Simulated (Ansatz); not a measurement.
## Cu3N, response to strain

The reference is Cu₃N (space group Pm-3m, No. 221; a = 3.7648 Å). Axes: x, y, z lie along the cube axes.

Strains are applied to the cell and any free atomic positions relax; under biaxial strain the out-of-plane vector relaxes too; under stress the whole cell relaxes.

Method: PBEsol, PAW, 420 eV (Ansatz, a first-principles code; no SOC), earlier PAW set.

Notes on the quantities. energy relative to the base: free energy F.

| case | energy relative to the base | shortest interatomic distance | space group |
|---|---|---|---|
| base | 0 meV/atom | 1.882 Å | Pm-3m (No. 221) |
| biaxial strain −3.42 %, plane normal [001], relaxed out of plane | +35 meV/atom | 1.818 Å | P4/mmm (No. 123) |
| biaxial strain −1.22 %, plane normal [110], relaxed out of plane | +2.3 meV/atom | 1.859 Å | Cmmm (No. 65) |
| biaxial strain +3.71 %, plane normal [111], relaxed out of plane | +10 meV/atom | 1.896 Å | R-3m (No. 166) |
| isotropic strain −2.54 % | +35 meV/atom | 1.835 Å | Pm-3m (No. 221) |
| isotropic strain −0.60 % | +1.8 meV/atom | 1.871 Å | Pm-3m (No. 221) |
| uniaxial strain ε_zz = +0.84 % | +0.8 meV/atom | 1.882 Å | P4/mmm (No. 123) |
| uniaxial stress, 0.5 GPa tension along x | 0.0 meV/atom | 1.882 Å | P4/mmm (No. 123) |
| uniaxial stress, 8 GPa tension along z | +13 meV/atom | 1.871 Å | P4/mmm (No. 123) |
| uniaxial stress, 8 GPa compression along z | +8.7 meV/atom | 1.831 Å | P4/mmm (No. 123) |

Beyond what the load breaks, stability against distortions was not tested. The final runs are not spin-polarised.
